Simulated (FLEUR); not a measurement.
Input and output of a self-consistent single point for TlCuO₂ (P6_3/mmc, 8 atoms in the cell) (FLEUR).

Method: FLEUR with PBEsol, all-electron FLAPW (FLEUR), scalar-relativistic valence.

The change in words: lattice scaled by 0.98. Reference geometry:
```yaml
crystal:
  lattice:
    - [3.53703, 0.00000, 0.00000]
    - [-1.76852, 3.06316, 0.00000]
    - [0.00000, 0.00000, 11.77167]
  atoms:
    - { symbol: Tl, position: [0.00000, 0.00000, 0.50000] }
    - { symbol: Tl, position: [0.00000, 0.00000, 0.00000] }
    - { symbol: Cu, position: [0.33333, 0.66667, 0.25000] }
    - { symbol: Cu, position: [0.66667, 0.33333, 0.75000] }
    - { symbol: O, position: [0.33333, 0.66667, 0.40433] }
    - { symbol: O, position: [0.66667, 0.33333, 0.59567] }
    - { symbol: O, position: [0.66667, 0.33333, 0.90433] }
    - { symbol: O, position: [0.33333, 0.66667, 0.09567] }
```

Reference input (self-consistent single point, DFT, PBEsol, all-electron FLAPW (FLEUR), scalar-relativistic valence): Kmax = 4.7 1/bohr; GmaxXC = 18.8 1/bohr; xcFunctional = PBEs; jspins = 1; l_soc = F; mode = gauss; fermiSmearingEnergy = 0.00183747 Htr; mesh (inpgen div1-3) = 9 9 3; inpgen gamma flag = false; Gmax = 18.8 1/bohr; numbands = 0; maxIterBroyd = 40. This run's input differs from it in these lines:

```diff
@@ -3,5 +3,5 @@
 &input film=f /
-6.6840181758 -0.0000000420 0.0000000000
--3.3420090515 5.7885295606 0.0000000000
-0.0000000000 0.0000000000 22.2452323295
+6.5503376089 0.0000003030 0.0000000000
+-3.2751690669 5.6727586211 0.0000000000
+0.0000000000 0.0000000000 21.8003284388
 1.0
@@ -50,5 +50,5 @@
          <bravaisMatrix>
-            <row-1>    6.6840181758000003    -0.0000000420000000     0.0000000000000000</row-1>
-            <row-2>   -3.3420090514999998     5.7885295605999998     0.0000000000000000</row-2>
-            <row-3>    0.0000000000000000     0.0000000000000000    22.2452323294999985</row-3>
+            <row-1>    6.5503376088999996     0.0000003030000000     0.0000000000000000</row-1>
+            <row-2>   -3.2751690669000002     5.6727586210999998     0.0000000000000000</row-2>
+            <row-3>    0.0000000000000000     0.0000000000000000    21.8003284388000012</row-3>
          </bravaisMatrix>
```

The program printed (abridged):

```
 Iteration:     1   Distance:      43.71334648 me/bohr^3
 Iteration:     2   Distance:      19.65645528 me/bohr^3
 Iteration:     3   Distance:      14.37533300 me/bohr^3
 Iteration:     4   Distance:       9.43041880 me/bohr^3
 Iteration:     5   Distance:       8.46893584 me/bohr^3
   [... 13 lines left out ...]
 Iteration:    19   Distance:       0.00024514 me/bohr^3
 Iteration:    20   Distance:       0.00006201 me/bohr^3
 Iteration:    21   Distance:       0.00004329 me/bohr^3
 Iteration:    22   Distance:       0.00000588 me/bohr^3
 Reset of history
 Run finished successfully
 Stop message:
   Structural relaxation: new displacements generated

[file out, last iteration]
             iter=     23
[...]
          total density-effective poten   -7.7720773615E+04
          total charge density-energy d   -9.1857443844E+02
 Updated energy parameters for spin:           1
[...]
 fermi energy and band-weighting factors:

[...]
FERMIE:
          first approx. to ef    (T=0)  :   0.384666 htr   (energy of the highest occ. eigenvalue)
          number of occ. states  (T=0)  :        867
          first approx. to seigv (T=0)  :  10.184293 htr
          sum of weights of occ. states :  36.020576
          sum of semicore charge        :   0.000000 e
          fermi energy=   0.38480 har   work function= -10.47093 ev
          number of valence electrons=  72.00000
   [... lines left out ...]
          total moment                 =     0.00000
 Direct bandgap for spin            1 :    6.4829024396961255E-003  Htr
 ---->    free energy=                    -44174.0497961761 htr
   [... lines left out ...]
 TOTAL FORCE FOR ATOM TYPE=  1  X=  0.000   Y=  0.000   Z= 10.900
                       FX_TOT= 0.000000 FY_TOT= 0.000000 FZ_TOT= 0.000000
 TOTAL FORCE FOR ATOM TYPE=  2  X=  3.275   Y= -1.891   Z=  5.450
                       FX_TOT= 0.000000 FY_TOT= 0.000000 FZ_TOT= 0.000000
 TOTAL FORCE FOR ATOM TYPE=  3  X=  3.275   Y= -1.891   Z=  8.815
                       FX_TOT= 0.000000 FY_TOT= 0.000000 FZ_TOT= 0.003563
```

The run converged in 22 iterations. FLEUR gives forces in its relaxation mode, with a further iteration, so its stop message speaks of a relaxation. Against the reference run the total energy goes down by 11.2 meV/atom and the largest force goes from 0.130 to 0.183 eV/Å.

The starting cell comes from a database of computed structures (which also holds hypothetical and non-ambient phases and stackings), without a prior relaxation at this level. For this run, on top of that: lattice scaled by 0.98. Spin-orbit coupling is off. Spin polarisation is off, so a magnetic state, if there is one, cannot be reached. Values depend on the basis (sphere radii, cutoffs, local orbitals), which need not be converged. No gap is read from this output. The log's line on a gap gives a spacing of levels on this mesh, which the program prints for metals too.

Cost on one core of a shared machine: roughly 8 min.
